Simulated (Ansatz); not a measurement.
Ag2S (within 0.1 Å of Cmcm, No. 63, 6 atoms in the cell; start mp-556225; a measured phase of this formula has another space group)

The numbers are results of PBE0 (Ansatz, a program for electronic structure, PAW), not measurements.

Settings: plane-wave cutoff 460 eV, 6×4×6 k mesh (along the axes of the cell as run), Fermi–Dirac smearing 0.01 eV, no spin polarisation, scalar-relativistic PAW data made under PBE.

Cell (relaxed with PBEsol):

```yaml
crystal:
  lattice:
    - [4.17223, 0.00000, -0.01067]
    - [0.00000, 7.20415, 0.00000]
    - [-1.56361, 0.00000, 3.86853]
  atoms:
    - { symbol: Ag, position: [0.10788, 0.25000, 0.89194] }
    - { symbol: Ag, position: [0.89212, 0.75000, 0.10806] }
    - { symbol: Ag, position: [0.50000, 0.00000, 0.50000] }
    - { symbol: Ag, position: [0.50000, 0.50000, 0.50000] }
    - { symbol: S, position: [0.72741, 0.25000, 0.27236] }
    - { symbol: S, position: [0.27259, 0.75000, 0.72764] }
```

For Ag2S (within 0.1 Å of Cmcm, No. 63, 6 atoms in the cell; start mp-556225; a measured phase of this formula has another space group), the band gap comes out as 2.81 eV (on the SCF k mesh).

Note: cell and atoms aren't relaxed at this level (pressure 4.7 GPa).

Spin–orbit coupling is not included.

The computed numbers hold no vibrational or temperature effects.

The result took about 13 core-minutes (a rough figure).

A start named mp-… is a Materials Project structure, which need not be a measured phase.
